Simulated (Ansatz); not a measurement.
A computed series for SrTiO3: response to strain

Take SrTiO3 in the cubic perovskite structure (space group Pm-3m, No. 221; a = 3.891 Å) as the base. Axes: x, y, z lie along the cube axes.

Strains are applied to the cell and any free atomic positions relax.

All numbers come from Kohn–Sham DFT with the PBEsol functional, run in Ansatz (an electronic-structure program) with PAW and 420 eV plane waves, spin-orbit coupling left out.

Notes on the quantities. energy relative to the base: free energy F.

```json
[
 {"uniaxial strain ε_zz (%)": "0", "energy relative to the base (meV/atom)": "0.0"},
 {"uniaxial strain ε_zz (%)": "0.6", "energy relative to the base (meV/atom)": "0.4"},
 {"uniaxial strain ε_zz (%)": "1.8", "energy relative to the base (meV/atom)": "3.9"},
 {"uniaxial strain ε_zz (%)": "2.4", "energy relative to the base (meV/atom)": "?"},
 {"uniaxial strain ε_zz (%)": "3", "energy relative to the base (meV/atom)": "10.4"}
]
```

Task: Fit ΔE = Aε² + Bε³ (ε in %) to the rows shown and predict the withheld row.

Result: Least squares on the printed values gives A = 1.27 and B = -0.037 meV/atom (largest residual 0.0 meV/atom); this predicts 6.8 meV/atom, and the run gives 6.8 meV/atom, in agreement.

Stability against distortions was not tested. The final runs are not spin-polarised. Many cubic perovskites are stable only at high temperature; tilts and polar distortions were not tested.
